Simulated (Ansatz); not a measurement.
Zr2SiN (model structure, started from the MAX type, P6₃/mmc, No. 194, 8 atoms in the cell) was calculated with PBE (Ansatz, a first-principles code, plane waves, PAW).

Settings: plane-wave cutoff 520 eV, 24×24×4 k mesh (along the axes of the cell as run), Fermi–Dirac smearing 0.05 eV, scalar-relativistic PAW data made under PBE.

Cell (relaxed at this level):

Zr2NSi is modelled in the hexagonal space group P6₃/mmc (No. 194), Pearson symbol hP8. Cell: a = b = 3.2627 Å, c = 13.4817 Å, α = β = 90.00°, γ = 120.00°. Si on 2d sees 6 Zr at 2.812 Å. Zr on 4f has 3 N at 2.279 Å and 3 Si at 2.812 Å. N on 2a is surrounded by 6 Zr at 2.279 Å (octahedral). (Neighbours: up to the widest gap in distance over summed covalent radii, below 1.35, at either atom; cation-cation and far metal-metal contacts left out.)

Problem. What does this level give for the bulk modulus?

Solution. 
- bulk modulus: 163 GPa

The run finds no gap.

Note: the bulk modulus is −V dP/dV from two relaxed cells at ±2 % in volume; the relaxation could raise the start's symmetry but not lower it, so the cell can be a saddle point.

The computed numbers hold no vibrational or temperature effects.

Computing time: about 11 core-minutes (a rough figure).

A model structure was made by putting elements into a prototype or built by hand; it is no filed structure, need not be a known phase, and can be a saddle point held by its symmetry.
